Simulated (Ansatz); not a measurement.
wurtzite AlN, cell Al48N48, fixed volume of 10.65 Å³/atom; nuclei sampled by path-integral MD with a finite ring of beads (0.4 ps or more). All values below come from PBE (plane waves, PAW; Ansatz, a program for electronic structure). One k-point. By the program's own estimate these rings hold the quantum spread of harmonic modes up to 950 cm⁻¹ to 2.6 % at the worst; if the kinetic energy errs by twice that share (a guess), it is low by up to some 4.6 meV.

```csv
T (K),beads,3k_BT/2 (meV),quantum kinetic energy (meV/atom),its block error (meV)
300,6,38.8,58.0,0.08
600,5,77.6,?,0.06
```

Use an Einstein model of the phonons, K = (3/4)ħω coth(ħω/2k_BT), fixed at the 300 K row, to predict the withheld kinetic energy.

K = 58.0 meV at 300 K needs ħω = 66 meV. At 600 K this gives 87.9 meV; the path-integral run gave 88.0 meV, 0.1 meV above the model. That is within the block and bead errors together.
